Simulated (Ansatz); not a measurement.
## Amorphous Hf$_{18}$O$_{37}$Li$_{2}$

A CHGNet melt-quench gave the starting glass, which DFT then relaxed. O atoms were pushed apart under 1.9 Å during the dynamics, to hinder bonds among them. The hot cell started wider than the set density and was brought back towards it in steps. It is the lowest in DFT energy of 2 quenches. It is a model cell: composition and starting density were chosen by hand, and all elements were melted together. No dispersion term was used.

Methods: PBE, scalar-relativistic without spin-orbit coupling (Ansatz, a program for electronic structure); r2SCAN, scalar-relativistic without spin-orbit coupling (Ansatz); HSE06, scalar-relativistic without spin-orbit coupling (Ansatz). Geometry, pressure, stress and energy are those of the PBE run. Its sampling: a 2×2×2 Γ-centred mesh; Fermi-Dirac width 0.02 eV; no spin polarisation. Other functionals are single points at the zone centre (r2SCAN at 500 eV; exact exchange cut at the cell's faces), free to take moments where seeds were set.

```yaml
number_of_atoms_in_the_cell: 57
Density (held, not predicted): 8.78 g/cm³
volume_per_atom: 12.67 Å³
Pressure on a 2×2×2 Γ-centred mesh: 1.30 GPa
Largest force and stress component on that mesh (the relaxation ran on the zone centre alone): 0.11 eV/Å and 1.3 GPa
Gap on a 2×2×2 Γ-centred mesh (PBE): 4.13 eV
Gap at the zone centre (PBE): 4.20 eV
Gap at the zone centre (r2SCAN): 4.68 eV
Gap at the zone centre (HSE06): 5.77 eV
```

Neighbours within Hf-Hf 3.34 Å, Hf-O 2.70 Å, Hf-Li 3.10 Å, O-O 1.58 Å, O-Li 2.33 Å, Li-Li 2.86 Å count as bonded. Two cations that share two anions don't count as bonded, nor two that share one unless they lie closer than Hf-Hf 3.25 Å, Hf-Li 3.02 Å, Li-Li 2.78 Å.

```json
{
  "Mean coordination of Hf by anions": "6.11 (2 with 5, 13 with 6, 2 with 7, 1 with 8); 1 close contacts or bonds to cations besides",
  "Mean coordination of O": "3.16 (4 with 2, 24 with 3, 8 with 4, 1 with 5)",
  "Mean coordination of Li by anions": "3.50 (1 with 3, 1 with 4); 1 close contacts or bonds to cations besides",
  "Mean Hf-O bond": "2.134 Å (spread 0.134 Å, 110 counted)",
  "Mean O-Li bond": "2.002 Å (spread 0.077 Å, 7 counted)"
}
```

Its density started from a set value of 8.78 g/cm³. The simulated quench (nominally 300 K/ps over its main leg) is rapid and tends to freeze in more defects than a deposited or slowly cooled glass has. A cell of this size samples the disorder only roughly. The volume was held where the preparation left it and the shape relaxed, at a PBE pressure of 1.3 GPa. Stress components on the final sampling reach 1.3 GPa.
